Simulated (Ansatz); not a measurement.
Tunnelling through a barrier is set by its complex band structure: the current falls as exp(−2κd) with the smallest κ.

```
ZnS
1.0
    3.80748     0.00000     0.00000
   -1.90374     3.29737     0.00000
    0.00000     0.00000    43.59573
Zn S
14 14
Cartesian
  1.90374   1.09913   3.11709
  0.00000   2.19825  24.91496
  0.00000   0.00000  28.02769
  0.00000   0.00000   6.22983
  0.00000   2.19825  34.25317
  1.90374   1.09913  12.45530
  0.00000   0.00000  15.57239
  0.00000   0.00000  37.37026
  1.90374   1.09913  40.48299
  0.00000   2.19825  18.68513
  0.00000   2.19825   9.34256
  1.90374   1.09913  31.14043
  0.00000   2.19825   0.00000
  1.90374   1.09913  21.79787
  0.00000   2.19825  21.01314
  1.90374   1.09913  42.81101
  0.00000   2.19825   2.33673
  1.90374   1.09913  24.13460
  1.90374   1.09913  14.79203
  0.00000   2.19825  36.58990
  0.00000   0.00000  17.90477
  0.00000   0.00000  39.70263
  1.90374   1.09913  33.47280
  0.00000   2.19825  11.67494
  0.00000   0.00000   8.56220
  0.00000   0.00000  30.36007
  1.90374   1.09913   5.44947
  0.00000   2.19825  27.24733
```

Space group of this cell: P6_3mc. The cell is taken as given.

Transport runs along the normal of the first two printed cell vectors, the (001) plane of the conventional cell.

The gap is the functional's own. No spin-orbit coupling. Mid-gap values are interpolated on the energy grid.

### Question
State the band gap and the smallest decay constant κ at mid-gap according to Ansatz (an electronic-structure program) with r2SCAN.

### Answer
Gap 2.72 eV on a 12×12×1 mesh; κ = 0.173 1/Å, at the zone centre.
